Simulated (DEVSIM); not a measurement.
Device: Mo/TiO2/p-InP capacitor, at 250 K.

Layer 1 from the left is TiO2, thickness (nm) 23.0. Layer 2 from the left is InP, thickness (nm) 480, Na (cm⁻³) 1.7e18.

Metal gate on the left, work function 4.6 eV. Fixed charge at the semiconductor interface -1.3e11 cm⁻² (in units of +e); interface traps 1e11 cm⁻² eV⁻¹, uniform in energy, neutral level at 0.3 of the gap above the valence band.

Constants are typed, rounded textbook-type inputs, not results; the design itself was drawn at random and stands for no fabricated device. Values at 300 K; Nc and Nv go as T^1.5, mobilities as T to minus their exponent, the gap by Varshni's rule with the affinity fixed.

TiO2: gap (eV) 3.2, affinity (eV) 3.9, permittivity 60. InP: gap (eV) 1.344, affinity (eV) 4.38, permittivity 12.5, Nc (cm⁻³) 5.7e17, Nv (cm⁻³) 1.1e19, Varshni α (eV/K) 0.000363, Varshni β (K) 162.

Simulated with DEVSIM: 1D Poisson equation in equilibrium, Boltzmann statistics, complete ionisation; no quantum confinement or tunnelling. Metal contacts follow the ideal Schottky-Mott rule: no Fermi-level pinning, no interface dipoles.

Q: What does the simulation give for the minimum of the low-frequency capacitance, the flat-band voltage?

A: minimum of the low-frequency capacitance 0.320 μF/cm²; flat-band voltage -1.10 V.
